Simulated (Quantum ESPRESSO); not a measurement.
Several settings converged on YCu5 (P6mm, 6 atoms in the cell)

```yaml
crystal:
  lattice:
    - [4.98769, 0.00000, 0.00000]
    - [-2.49385, 4.31947, 0.00000]
    - [0.00000, 0.00000, 4.02142]
  atoms:
    - { symbol: Y, position: [0.00000, 0.00000, 0.01243] }
    - { symbol: Cu, position: [0.33333, 0.66667, 0.00000] }
    - { symbol: Cu, position: [0.66667, 0.33333, 0.00000] }
    - { symbol: Cu, position: [0.50000, 0.00000, 0.50000] }
    - { symbol: Cu, position: [0.50000, 0.50000, 0.50000] }
    - { symbol: Cu, position: [0.00000, 0.50000, 0.50000] }
```

Base method: LDA (PZ), PSlibrary PAW (LDA) pseudopotentials (plane waves; Quantum ESPRESSO 7.5).

Base settings: ecutwfc = 55 Ry; ecutrho = 385 Ry; occupations = smearing; smearing = fd; degauss = 0.0073499 Ry; potentials = {Y: Y.pz-spn-kjpaw_psl.1.0.0.UPF, Cu: Cu.pz-dn-kjpaw_psl.1.0.0.UPF}; K_POINTS = automatic 3 3 3 0 0 0; conv_thr = 1e-09 Ry; mixing_beta = 0.3.

The count of work is k-points × plane waves × bands × iterations; it is no time. Core times come from one kind of shared machine, to one figure; runs under 30 s give none.

**The plane-wave cutoff**

Moved along: ecutrho.

The second cell is the first with its lattice scaled by 0.98.

The mesh stays at the base's, so the ladder's end is converged at best in this setting alone.

Only quantities that move along the ladder and can be compared are tabulated.

```tsv
ecutwfc	free energy less the last step's (meV/atom)	energy of the compressed cell less the first (meV/atom)	pressure (GPa)	largest difference of a force vector from the last step's (eV/Å)	count of work / last
19 Ry	10668.51	39.89	-476.31	0.041	0.060
25 Ry	1454.24	7.91	-103.58	0.005	0.084
30 Ry	196.70	-2.96	-22.36	0.003	0.11
38 Ry	55.56	-8.68	-5.68	0.000	0.14
55 Ry	8.75	-8.52	-5.84	0.000	0.27
132 Ry	0.00	-8.60	-5.44	0.000	1.0
```

Coarsest ecutwfc that holds the energy of the compressed cell less the first within 2 meV/atom of the last step, with all finer ones: 38 Ry, at 0.14 of the last step's count of work; the step before is off by 5.6 meV/atom.

Coarsest ecutwfc that holds the forces within 0.02 eV/Å of the last step, with all finer ones: 25 Ry, at 0.084 of the last step's count of work; the step before is off by 0.041 eV/Å.

Coarsest ecutwfc that holds the pressure within 1 GPa of the last step, with all finer ones: 38 Ry, at 0.14 of the last step's count of work; the step before is off by 17 GPa.

At the lowest cutoff the pressure lies 471 GPa under the last step's, the usual sign of Pulay stress in an incomplete plane-wave basis.

**The cutoff for other potential files**

Level: DFT, LDA (PW92), plane waves, PseudoDojo standard norm-conserving (LDA) pseudopotentials.

In this ladder: ecutrho = default; pseudopotentials = {Y: Y.upf, Cu: Cu.upf}.

The second cell is the first with its lattice scaled by 0.98.

The mesh stays at the base's, so the ladder's end is converged at best in this setting alone.

Only quantities that move along the ladder and can be compared are tabulated.

```csv
ecutwfc,free energy less the last step's (meV/atom),energy of the compressed cell less the first (meV/atom),pressure (GPa),largest difference of a force vector from the last step's (eV/Å),count of work / last
43 Ry,36069.56,0.61,-1476.12,0.049,0.12
66 Ry,806.64,-12.01,-89.76,0.002,0.21
95 Ry,0.97,-11.07,-5.88,0.000,0.35
142 Ry,0.29,-11.08,-5.88,0.000,0.65
190 Ry,0.00,-11.08,-5.88,0.000,1.0
```

Coarsest ecutwfc that holds the energy of the compressed cell less the first within 1 meV/atom of the last step, with all finer ones: 66 Ry, at 0.21 of the last step's count of work; the step before is off by 12 meV/atom.

Coarsest ecutwfc that holds the free energy within 5 meV/atom of the last step, with all finer ones: 95 Ry, at 0.35 of the last step's count of work; the step before is off by 810 meV/atom.

Coarsest ecutwfc that holds the pressure within 1 GPa of the last step, with all finer ones: 95 Ry, at 0.35 of the last step's count of work; the step before is off by 84 GPa.

The energy difference between the two cells stays within 1 meV/atom of the last step's from 66 Ry on, the total only from 95 Ry on: much of the error is common to both cells and cancels.

At the lowest cutoff the pressure lies 1470 GPa under the last step's, the usual sign of Pulay stress in an incomplete plane-wave basis.

**The relaxed cell against the cutoff**

On YCu5 (P6/mmm, 6 atoms in the cell): atoms on their sites.

In this ladder: calculation = vc-relax; tprnfor = default; tstress = default. Moved along: ecutrho.

The mesh stays at the base's, so the ladder's end is converged at best in this setting alone.

Only quantities that move along the ladder and can be compared are tabulated.

```csv
ecutwfc,relaxed volume (Å³/atom),relaxation steps,core time / last (rough)
28 Ry,12.671,5,0.1
38 Ry,13.823,6,0.2
55 Ry,13.832,5,0.3
110 Ry,13.858,5,1
```

State of the relaxed volume at the end of the ladder: still drifting one way, by 0.035 Å³/atom over the last two steps, so the last step is no safe reference.

At the lowest cutoff the cell relaxes to a volume 8.6 % smaller than at the highest.

On the base run: the starting cell comes from a database of computed structures (which also holds hypothetical and non-ambient phases and stackings), without a prior relaxation at this level. Its lattice was rescaled by up to half a per cent. One atom was moved a little off its site on purpose. Spin polarisation is off. Without a gap this mesh is coarse (it stands for a supercell whose shortest vector is 12 Å).
